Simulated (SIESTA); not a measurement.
Band structure of ScAu4 (I4/m, 5 atoms in the cell).

```xyz
5
Lattice="-3.3047 3.3047 2.0330 3.3047 -3.3047 2.0330 3.3047 3.3047 -2.0330" Properties=species:S:1:pos:R:3 pbc="T T T"
Sc     0.0000     0.0000     0.0000
Au     0.6765     1.9642     2.0330
Au     2.6283     1.3405     0.0000
Au     1.3405     3.9812     0.0000
Au     1.9642    -0.6765     2.0330
```

Computed with GGA PBEsol, numerical atomic orbitals TZP, PseudoDojo PBEsol standard norm-conserving potentials (rewritten from UPF to PSML) run with SIESTA 5.4.2.

Settings: XC.functional = GGA; XC.authors = PBEsol; potentials = PseudoDojo PBEsol standard; PAO.BasisSize = TZP; PAO.EnergyShift = 0.01 Ry; MeshCutoff = 350 Ry; kgrid.MonkhorstPack = 6 6 6; OccupationFunction = FD; ElectronicTemperature = 100 meV; MaxSCFIterations = 150; SCF.Mixer.Method = Pulay; SCF.Mixer.Weight = 0.25; SCF.Mixer.History = 8; SCF.DM.Tolerance = 1.0E-04.

The starting cell comes from a database of computed structures (which also holds hypothetical and non-ambient phases and stackings), without a prior relaxation at this level. Spin-orbit coupling is off. Values carry the incompleteness of an atom-centred basis.

Levels in eV from the Fermi level, bands 41 to 46:
```
point     41     42     43     44     45    46
-----  -----  -----  -----  -----  -----  ----
Γ      -2.38  -1.93   0.52   1.57   1.61  1.61
X      -2.61  -2.49   0.73   1.07   1.24  1.34
M      -2.54  -2.09  -2.02  -2.02   1.55  2.21
Z      -2.33  -1.90  -1.71  -1.71  -0.18  1.87
P      -2.16  -2.16  -1.97  -1.48   1.67  1.83
N      -2.69  -1.94  -1.05  -0.73   1.18  1.40
Z1     -2.33  -1.90  -1.71  -1.71  -0.18  1.87
```

Bands cross the Fermi level along this path, so the cell is metallic at this level.

Higher empty bands are left out: an atom-centred basis made for the valence describes them poorly.
